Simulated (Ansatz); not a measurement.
**Carrier properties of AlN under load (space group P6_3mc)**

Input:

```
AlN
1.0
    3.11592     0.00000     0.00000
   -1.55796     2.69847     0.00000
    0.00000     0.00000     4.96733
Al N
2 2
Direct
  0.66667   0.33333   0.49862
  0.33333   0.66667   0.99862
  0.66667   0.33333   0.88138
  0.33333   0.66667   0.38138
```

The numbers are results of PBEsol with spin-orbit coupling, rigid bands (plane waves, PAW; Ansatz, a program for electronic structure), not measurements. Condition of this run: uniaxial stress zz = 1 GPa (compression positive) (the target of the relaxation). How the cell was made: cell and atoms relaxed with PBEsol, then loaded as said.

```json
{
 "band_gap": "4.09 eV",
 "electron conductivity mass (300 K, dilute)": "0.31 (x), 0.31 (y), 0.30 (z) mₑ",
 "hole conductivity mass (300 K, dilute)": "3.6 (x), 3.6 (y), 0.40 (z) mₑ",
 "effective density of states N_c (300 K)": "4.3e18 cm⁻³",
 "effective density of states N_v (300 K)": "5.6e19 cm⁻³",
 "density_of_states_mass_electrons": "0.31 mₑ",
 "density_of_states_mass_holes": "1.71 mₑ",
 "Seebeck coefficient, n-type 1e19 cm⁻³, 300 K": "-157 μV/K",
 "Seebeck coefficient, p-type 1e19 cm⁻³, 300 K": "369 μV/K",
 "best p-type power factor at 300 K for τ = 10 fs (best axis; densities from 1e16 to 1e21 cm⁻³ tried, whether or not they can be reached)": "16.2 μW/(cm·K²) at 1e20 cm⁻³"
}
```

Rigid bands; masses and Seebeck coefficients take one relaxation time τ for all states and one kind of carrier; polarons and phonon drag are left out.
